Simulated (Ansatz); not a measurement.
# cubic HfO2 (1 1 1) on 4H silicon carbide (0 0 1) (film strained to the substrate, started from cuts of the bulks and a machine-learned relaxation)

A periodic stack without vacuum, cubic HfO2 (1 1 1) on 4H silicon carbide (0 0 1) (film strained to the substrate, started from cuts of the bulks and a machine-learned relaxation): substrate slab Si32C32, film Hf12O24, surface cells [[0, 2], [-2, 0]] and [[2, -1], [1, 1]], film strained by -0.9 and -0.9 %, outermost planes C/Si and O/O as cut, which need not be the usual terminations and can put a slab off its formula.

The start was prepared with a machine-learned potential, and the result is one local minimum, with the in-plane cell held and forces under 0.04 eV/Å; the film can end far from its bulk form.

Methods: PBE (plane waves to 420 eV, PAW; Ansatz, a first-principles code); HSE06 (plane waves to 420 eV, PAW; Ansatz). Geometries and values that name no level are of the first. Spin–orbit coupling is left out; PBE gaps are too small against experiment. Its k-point mesh 4×4×1, Fermi–Dirac width 0.05 eV. HSE06 ran on meshes of its own (7×7×2); its edges and gaps are taken over the mesh and over extra points off it, mostly where PBE has its edges.

The interface area is 33.2 Å², the period comes out as 32.84 Å and the gaps between the outermost planes at the two interfaces comes out as 1.51 and 1.27 Å. The Hf–Si contacts across the interfaces within 1.22 times the sum of covalent radii is 8, mean 3.26 Å and the C–Hf contacts across the interfaces within 1.22 times the sum of covalent radii is 3, mean 2.41 Å. The O–Si contacts across the interfaces within 1.22 times the sum of covalent radii comes out as 3, mean 1.74 Å and the C–O contacts across the interfaces within 1.22 times the sum of covalent radii is 1, mean 1.49 Å. The two interfaces comes out as unlike, so that offsets are their mean and the spin-polarised check at this geometry comes out as falls back to no moment. The slope of the mean potential energy in the substrate is -11.9 MV/cm × e.

```xyz
100
Lattice="6.1875 0.0000 -0.1009 3.0945 5.3591 -0.0227 0.1187 -0.9363 32.8403" Properties=species:S:1:pos:R:3 pbc="T T T"
Si     7.5968     2.7194     4.0809
Si     4.4883     2.7026     4.1340
Si     6.0399     0.0400     4.0913
Si     2.9335     0.0457     4.1517
Si     7.6697     2.6887     9.1462
Si     4.5757     2.6876     9.1962
Si     6.1225     0.0082     9.1589
Si     3.0284     0.0071     9.2081
Si     1.4385     0.9182     6.7114
Si     4.5324     0.9135     6.6588
Si     2.9890     3.5954     6.6970
Si     6.0803     3.5944     6.6438
Si     2.8953     1.8356     1.5568
Si     6.0433     1.9033     1.5822
Si     4.4793     4.4433     1.6205
Si     7.4678     4.5297     1.6012
C      7.6207     2.7071     5.9993
C      4.5231     2.7009     6.0507
C      6.0716     0.0265     6.0087
C      2.9710     0.0276     6.0658
C      7.5671     2.8007     0.8993
C      4.4593     2.6733     0.8949
C      5.9898     0.0550     1.0853
C      2.8286     0.0500     0.9112
C      1.4712     0.9056     8.6312
C      4.5655     0.9035     8.5794
C      3.0197     3.5850     8.6176
C      6.1126     3.5836     8.5658
C      2.9353     1.8225     3.5214
C      6.0404     1.8354     3.4992
C      4.4819     4.4879     3.5377
C      7.5616     4.5208     3.5042
Si     7.7527     2.6562    14.2097
Si     4.6540     2.6586    14.2567
Si     6.2100    -0.0114    14.2215
Si     3.1180    -0.0251    14.2709
Si     7.8401     2.6240    19.3940
Si     4.6406     2.6654    19.2827
Si     6.3332     0.0142    19.2332
Si     3.2658    -0.1417    19.2962
Si     1.6405     0.8574    16.8466
Si     4.7010     0.8655    16.7764
Si     3.1356     3.5586    16.8158
Si     6.2384     3.5140    16.7742
Si     3.0700     1.7788    11.7496
Si     6.1642     1.7819    11.6985
Si     4.6184     4.4602    11.7399
Si     7.7142     4.4594    11.6898
C      7.7831     2.6427    16.1258
C      4.6735     2.6499    16.1711
C      6.2475    -0.0106    16.1406
C      3.1579    -0.0462    16.1883
C      7.7018     2.6773    11.0618
C      4.6066     2.6772    11.1126
C      6.1550    -0.0020    11.0745
C      3.0615    -0.0043    11.1248
C      1.7239     0.8317    18.7789
C      4.7361     0.8651    18.7252
C      3.1392     3.5892    18.7159
C      6.2458     3.4639    18.6921
C      3.1005     1.7652    13.6699
C      6.1943     1.7740    13.6170
C      4.6507     4.4501    13.6626
C      7.7501     4.4477    13.6117
Hf     1.7642     2.8751    22.2692
Hf     4.9000     4.5034    22.2801
Hf     4.8332     0.9331    22.2461
Hf     2.6146     4.4893    25.4610
Hf     2.7629     1.0442    25.3808
Hf     5.9717     2.7640    25.4303
Hf     6.9662     0.8226    28.4793
Hf     3.8750     2.6989    28.5395
Hf     7.1286     4.3089    28.5138
Hf     8.1424     2.7473    31.5542
Hf     5.1753     4.4462    31.4777
Hf     4.9260     0.9874    31.4748
O      0.2424     0.2137    21.0203
O      4.3448     2.7057    20.9888
O      6.6789     4.8959    21.0059
O      2.8993     4.4145    23.0380
O      2.6274     1.1617    22.5685
O      6.0419     2.5841    22.6493
O      1.6710     2.8088    24.5821
O      5.4098     4.5395    24.1660
O      4.6487     0.8238    24.2466
O      0.6776     0.7836    25.6394
O      3.9446     2.8813    25.6363
O      6.8854     4.6138    26.1988
O      9.0722     4.3778    27.4800
O      2.6017     1.3841    27.3216
O      6.0266     2.5311    27.4361
O      7.9739     2.5398    29.2133
O      5.1465     4.4909    28.8061
O      4.7623     0.9006    28.8554
O      6.7257     0.3275    30.3700
O      3.9078     2.9470    30.5577
O      7.2976     4.5119    30.5931
O      9.1933     4.4977    32.4084
O      2.8493     0.9542    31.4358
O      6.1351     2.5969    31.3910
```
